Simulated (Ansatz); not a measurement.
The starting structures come from a database of crystals and need not be the phases stable at ambient conditions.

## Evanescent states of Rh$_{2}$O$_{3}$ (R-3c, corundum, not sure to be the ambient phase, 10 atoms a cell, 10.6 Å³ an atom) along the normal of (110)

Level of theory: r2SCAN (plane waves, PAW; Ansatz, a quantum-chemistry and plane-wave program).

The gap is the functional's own. No spin-orbit coupling. Mid-gap values are interpolated on the energy grid.

Energies count from the valence-band top; κ is the least over a 6×4 mesh across the current.

```csv
E (eV),κ (1/Å),where
0.04,0.168,Γ
0.10,0.259,off Γ
0.17,0.265,off Γ
0.24,0.268,Γ
0.32,0.268,Γ
0.39,0.268,Γ
0.46,0.266,Γ
0.53,0.262,Γ
0.59,0.256,Γ
0.67,0.248,Γ
0.73,0.238,Γ
0.81,0.224,Γ
0.88,0.202,Γ
0.94,0.137,off Γ
```

Q: How thick must the barrier be to attenuate the transmission by 10^8 when the electrodes' Fermi level lies at 0.73 eV, and what attenuation does that film give at 0.67 eV?

A: d = 8 ln 10 / (2 × 0.238) = 38.7 Å. At 0.67 eV it gives 8 × 0.248/0.238 = 8.3 decades.
